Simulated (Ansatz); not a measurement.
We look at the energy change from cell B to cell A (3 Ga replaced by In, in a slab cell with four atoms a plane). Reaction: cell B + 3 InAs (zinc blende) → cell A + 3 GaAs (zinc blende). A negative value means that the right-hand side lies lower.

Cell A: a slab of GaAs (zinc blende, F-43m) cut along (111), 42 atoms, hexagonal cell of 8.13 Å (57.2 Å²), symmetry Cm within 0.02 Å, 14.9 Å thick under 17 Å of vacuum, in-plane vectors held at the crystal's; planes from bottom to top: H3 | As | As3 | Ga4 | As4 | Ga4 | As4 | Ga4 | As4 | Ga4 | In3As4, its two faces unlike (dipole correction applied); added, foreign or displaced atoms, below the bottom plane and within the planes: In bound to 3 As at 2.57–2.59 Å; In2As bound through In to 2 As at 2.57–2.59 Å; three times H bound to 1 As at 1.53 Å; spin state with PBE: run without spin, k-point mesh 5×5×1.
```yaml
crystal:
  lattice:
    - [8.12667, 0.00000, 0.00000]
    - [-4.06334, 7.03790, 0.00000]
    - [0.00000, 0.00000, 31.55825]
  atoms:
    - { symbol: As, position: [0.99824, 0.00211, 0.30871] }
    - { symbol: Ga, position: [0.19333, 0.34666, 0.32923] }
    - { symbol: As, position: [0.99824, 0.49614, 0.30871] }
    - { symbol: Ga, position: [0.16695, 0.83348, 0.33079] }
    - { symbol: As, position: [0.50363, 0.00182, 0.30830] }
    - { symbol: Ga, position: [0.65311, 0.34642, 0.32862] }
    - { symbol: As, position: [0.49912, 0.49956, 0.29120] }
    - { symbol: Ga, position: [0.65311, 0.80669, 0.32862] }
    - { symbol: As, position: [0.16887, 0.33443, 0.40822] }
    - { symbol: Ga, position: [0.33463, 0.66685, 0.43513] }
    - { symbol: As, position: [0.16707, 0.83353, 0.40920] }
    - { symbol: Ga, position: [0.33463, 0.16778, 0.43513] }
    - { symbol: As, position: [0.66544, 0.33399, 0.40750] }
    - { symbol: Ga, position: [0.83179, 0.66590, 0.43437] }
    - { symbol: As, position: [0.66544, 0.83145, 0.40750] }
    - { symbol: Ga, position: [0.83254, 0.16627, 0.43321] }
    - { symbol: As, position: [0.33421, 0.66804, 0.51384] }
    - { symbol: Ga, position: [0.50104, 0.00052, 0.54109] }
    - { symbol: As, position: [0.33421, 0.16617, 0.51384] }
    - { symbol: Ga, position: [0.50071, 0.50036, 0.53926] }
    - { symbol: As, position: [0.83315, 0.66658, 0.51288] }
    - { symbol: Ga, position: [0.99919, 0.99986, 0.53882] }
    - { symbol: As, position: [0.83184, 0.16592, 0.51255] }
    - { symbol: Ga, position: [0.99919, 0.49933, 0.53882] }
    - { symbol: As, position: [0.50047, 0.00023, 0.62063] }
    - { symbol: Ga, position: [0.66930, 0.33838, 0.64676] }
    - { symbol: As, position: [0.50170, 0.50085, 0.61776] }
    - { symbol: Ga, position: [0.66930, 0.83092, 0.64676] }
    - { symbol: As, position: [0.99886, 0.99855, 0.61743] }
    - { symbol: Ga, position: [0.16652, 0.33326, 0.64275] }
    - { symbol: As, position: [0.99886, 0.50031, 0.61743] }
    - { symbol: Ga, position: [0.16162, 0.83081, 0.64636] }
    - { symbol: As, position: [0.70212, 0.40444, 0.72659] }
    - { symbol: As, position: [0.70212, 0.79768, 0.72659] }
    - { symbol: In, position: [0.80141, 0.15070, 0.73101] }
    - { symbol: As, position: [0.16659, 0.33330, 0.72203] }
    - { symbol: In, position: [0.34906, 0.69861, 0.73079] }
    - { symbol: As, position: [0.09532, 0.79766, 0.72618] }
    - { symbol: In, position: [0.34906, 0.15046, 0.73079] }
    - { symbol: H, position: [0.00530, 0.99725, 0.26043] }
    - { symbol: H, position: [0.00530, 0.50805, 0.26043] }
    - { symbol: H, position: [0.49074, 0.99537, 0.26003] }
```

Cell B: a slab of GaAs (zinc blende, F-43m) cut along (111), 42 atoms, hexagonal cell of 8.13 Å (57.2 Å²), symmetry Cm within 0.02 Å, 14.8 Å thick under 17 Å of vacuum, in-plane vectors held at the crystal's; planes from bottom to top: H3 | As | As3 | Ga4 | As4 | Ga4 | As4 | Ga4 | As4 | Ga4 | Ga3As4, its two faces unlike (dipole correction applied); added, foreign or displaced atoms, below the bottom plane and within the planes: three times Ga bound to 3 As at 2.44–2.53 Å; three times H bound to 1 As at 1.53 Å; spin state with PBE: run without spin, k-point mesh 5×5×1.
```yaml
crystal:
  lattice:
    - [8.12667, 0.00000, 0.00000]
    - [-4.06334, 7.03790, 0.00000]
    - [0.00000, 0.00000, 31.36213]
  atoms:
    - { symbol: As, position: [0.99815, 0.00194, 0.31040] }
    - { symbol: Ga, position: [0.19338, 0.34669, 0.33088] }
    - { symbol: As, position: [0.99815, 0.49621, 0.31040] }
    - { symbol: Ga, position: [0.16680, 0.83340, 0.33272] }
    - { symbol: As, position: [0.50376, 0.00188, 0.31026] }
    - { symbol: Ga, position: [0.65320, 0.34662, 0.33069] }
    - { symbol: As, position: [0.49970, 0.49985, 0.29282] }
    - { symbol: Ga, position: [0.65320, 0.80658, 0.33069] }
    - { symbol: As, position: [0.16890, 0.33445, 0.41026] }
    - { symbol: Ga, position: [0.33417, 0.66619, 0.43762] }
    - { symbol: As, position: [0.16682, 0.83341, 0.41169] }
    - { symbol: Ga, position: [0.33417, 0.16798, 0.43762] }
    - { symbol: As, position: [0.66548, 0.33428, 0.41005] }
    - { symbol: Ga, position: [0.83192, 0.66596, 0.43733] }
    - { symbol: As, position: [0.66548, 0.83120, 0.41005] }
    - { symbol: Ga, position: [0.83313, 0.16657, 0.43562] }
    - { symbol: As, position: [0.33371, 0.66712, 0.51674] }
    - { symbol: Ga, position: [0.50108, 0.00054, 0.54324] }
    - { symbol: As, position: [0.33371, 0.16659, 0.51674] }
    - { symbol: Ga, position: [0.50027, 0.50013, 0.54285] }
    - { symbol: As, position: [0.83316, 0.66658, 0.51639] }
    - { symbol: Ga, position: [0.99937, 0.00027, 0.54242] }
    - { symbol: As, position: [0.83282, 0.16641, 0.51540] }
    - { symbol: Ga, position: [0.99937, 0.49910, 0.54242] }
    - { symbol: As, position: [0.50057, 0.00028, 0.62261] }
    - { symbol: Ga, position: [0.66740, 0.33456, 0.65010] }
    - { symbol: As, position: [0.50141, 0.50071, 0.62198] }
    - { symbol: Ga, position: [0.66740, 0.83284, 0.65010] }
    - { symbol: As, position: [0.99904, 0.99882, 0.62165] }
    - { symbol: Ga, position: [0.16652, 0.33326, 0.64743] }
    - { symbol: As, position: [0.99904, 0.50021, 0.62165] }
    - { symbol: Ga, position: [0.16550, 0.83275, 0.64970] }
    - { symbol: As, position: [0.68759, 0.37519, 0.73058] }
    - { symbol: As, position: [0.68759, 0.81240, 0.73058] }
    - { symbol: Ga, position: [0.80692, 0.15346, 0.73216] }
    - { symbol: As, position: [0.16654, 0.33327, 0.72819] }
    - { symbol: Ga, position: [0.34642, 0.69298, 0.73200] }
    - { symbol: As, position: [0.12471, 0.81235, 0.73020] }
    - { symbol: Ga, position: [0.34642, 0.15345, 0.73200] }
    - { symbol: H, position: [0.00452, 0.99623, 0.26182] }
    - { symbol: H, position: [0.00452, 0.50828, 0.26182] }
    - { symbol: H, position: [0.49136, 0.99568, 0.26168] }
```

Reference: GaAs (zinc blende, F-43m), 8 atoms in the cell, the relaxed perfect crystal repeated, atoms not moved again, k-point mesh 5×5×11 on the run's own vectors.

Reference: InAs (zinc blende, F-43m), 2 atoms in the cell, k-point mesh 10×10×10 on the run's own vectors. Conventional cell: a = 6.1865 Å, b = 6.1865 Å, c = 6.1865 Å, α = 90.00°, β = 90.00°, γ = 90.00°.

Plane-wave PAW calculations with Ansatz (a program for electronic structure), its default PAW set, cutoff 420 eV, 500 eV for r2SCAN. The structures are at rest with PBE, within the held lattices; other levels are single points on them. Neutral cells; Fermi-Dirac smearing of at most 0.10 eV in the solids, energies taken to zero width. The lattices are those relaxed with PBE, so at other levels the solids can be strained, which adds to the spread. Larger cells are relaxed from a start prepared with the learned potential CHGNet, on a coarser mesh till forces fall under 0.03 eV/Å, which some starts already meet. A dispersion term (D3(BJ), or D4 for r2SCAN) was computed beside these levels and is taken off wherever the name lacks it. The PAW files were made for PBE and serve at the other functionals too. Space groups of crystals are read within 0.01 Å. Nuclei at rest; no vibrational terms. The structures are the rest points that the relaxations reached, not proven lowest. The runs are scalar-relativistic, without spin-orbit coupling. Values are for these cell sizes. Cell A has symmetry Cm within 0.02 Å and got no random move, so less symmetric positions, which may lie lower, weren't tried. Cell B has symmetry Cm within 0.02 Å and got no random move, so less symmetric positions, which may lie lower, weren't tried.

Problem. What is the computed value (r2SCAN)?

Solution. 0.20 eV, for cell B + 3 InAs (zinc blende) → cell A + 3 GaAs (zinc blende).

Problem. How does the value move with the functional?

Solution. 
```csv
Functional,value (eV),less r2SCAN
PBE,0.33,0.13
```

The levels shown span 0.13 eV, from r2SCAN (0.20) to PBE (0.33).
